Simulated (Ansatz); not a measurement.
Base system: Cu in the fcc (Cu type) structure (space group Fm-3m, No. 225; a = 3.579 Å; relaxed with 0.1 eV smearing). Axes: x, y, z lie along the cube axes.

Method: r2SCAN (Ansatz, a program for electronic structure), spin-orbit coupling left out, earlier PAW set.

Strains are applied to the cell and any free atomic positions relax; under biaxial strain the out-of-plane vector relaxes too.

One change was made to it. Results:

The pressure (mean of the normal stresses, compression positive) goes from zero to -3.0 GPa; the energy goes up by 5.3 meV/atom.

Question: What was done to the base?
(A) biaxial strain +4.99 %, plane normal [001], relaxed out of plane
(B) biaxial strain +1.64 %, plane normal [110], relaxed out of plane
(C) isotropic strain +3.29 %
(D) strain tensor (xx, yy, zz, yz, xz, xy) = (+0.48, −0.39, −2.56, −1.41, +0.13, −0.25) %
(E) biaxial strain +0.45 %, plane normal [111], relaxed out of plane

Answer: B, biaxial strain +1.64 %, plane normal [110], relaxed out of plane. For comparison, the energy relative to the base in the other runs: biaxial strain +4.99 %, plane normal [001], relaxed out of plane gives +16 meV/atom; isotropic strain +3.29 % gives +50 meV/atom; biaxial strain +0.45 %, plane normal [111], relaxed out of plane gives +0.4 meV/atom; strain tensor (xx, yy, zz, yz, xz, xy) = (+0.48, −0.39, −2.56, −1.41, +0.13, −0.25) % gives +8.1 meV/atom.

A biaxial case was relaxed in a doubled cell and then solved in the primitive one. No phonon test of stability was made. The final runs are not spin-polarised.
